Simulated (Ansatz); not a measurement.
# fluorite (0 0 1) on silicon (0 0 1) (film strained to the substrate, started from cuts of the bulks and a machine-learned relaxation; metallic at this level, with no gap by band count; slabs Si12 and Ca4F8, which can lie off the formulas)

A periodic stack without vacuum, fluorite (0 0 1) on silicon (0 0 1) (film strained to the substrate, started from cuts of the bulks and a machine-learned relaxation; metallic at this level, with no gap by band count; slabs Si12 and Ca4F8, which can lie off the formulas): substrate slab Si12, film Ca4F8, surface cells [[1, 0], [1, 1]] and [[1, 0], [1, 1]], film strained by -0.7 and -0.7 %, outermost planes Si/Si and F/Ca as cut, which need not be the usual terminations and can put a slab off its formula.

The start was prepared with a machine-learned potential, and the result is one local minimum, with the in-plane cell held and forces under 0.04 eV/Å; the film can end far from its bulk form.

Methods: PBE (plane waves to 420 eV, PAW; Ansatz, an electronic-structure program); HSE06 (plane waves to 420 eV, PAW; Ansatz). Geometries and values that name no level are of the first. Spin–orbit coupling is left out; PBE gaps are too small against experiment. Its k-point mesh 6×6×1, Fermi–Dirac width 0.05 eV. HSE06 ran on meshes of its own (6×6×6, 3×3×3); its edges and gaps are taken over the mesh and over extra points off it, mostly where PBE has its edges.

```
Item                                                                                                                                                            Value
-----------------------------------------------------------------------------------------------------------------------------  --------------------------------------
interface area                                                                                                                                                15.0 Å²
period                                                                                                                                                        28.49 Å
heights between the nearest atoms of the two slabs at the two interfaces                                                                              1.63 and 1.92 Å
Ca–Si contacts across the interfaces within 1.22 times the sum of covalent radii                                                                       4, mean 3.34 Å
F–Si contacts across the interfaces within 1.22 times the sum of covalent radii                                                                        1, mean 1.66 Å
two interfaces                                                                                                                 unlike, so that offsets are their mean
valence offset, film less substrate (PBE, at the middle of a substrate layer that carries a field)                                                           -4.01 eV
valence offset, film less substrate (HSE06 edges on the PBE line-up, at the middle of a substrate layer that carries a field)                                -5.28 eV
conduction offset (HSE06 edges on the PBE line-up, at the middle of a substrate layer that carries a field)                                                  +2.80 eV
spin-polarised check at this geometry                                                                                                         falls back to no moment
slope of the mean potential energy in the substrate                                                                                                    -5.0 MV/cm × e
```

```
CELL_PARAMETERS angstrom
      3.86769    -0.00157     0.03975
     -0.00032     3.86506     0.16187
     -0.35630     2.79208    28.63434
ATOMIC_POSITIONS crystal
  Si 0.04750 0.01742 0.08084
  Si 0.54669 0.06994 0.03204
  Si 0.54810 0.41652 0.17730
  Si 0.04750 0.46711 0.12946
  Si 0.04907 0.81667 0.27300
  Si 0.54844 0.86700 0.22516
  Si 0.54992 0.21675 0.36870
  Si 0.04928 0.26734 0.32086
  Si 0.05090 0.60868 0.46465
  Si 0.55025 0.66803 0.41664
  Si 0.55222 0.14885 0.55578
  Si 0.05181 0.05701 0.51406
  Ca 0.04760 0.85049 0.77180
  Ca 0.54940 0.45103 0.67423
  Ca 0.04744 0.64610 0.96460
  Ca 0.54761 0.24643 0.86919
  F  0.54861 0.90527 0.71874
  F  0.04896 0.39332 0.73085
  F  0.04903 0.47488 0.63643
  F  0.55066 0.00628 0.61282
  F  0.54701 0.69614 0.91724
  F  0.04708 0.19128 0.92172
  F  0.04731 0.29279 0.82579
  F  0.54780 0.79915 0.81930
```
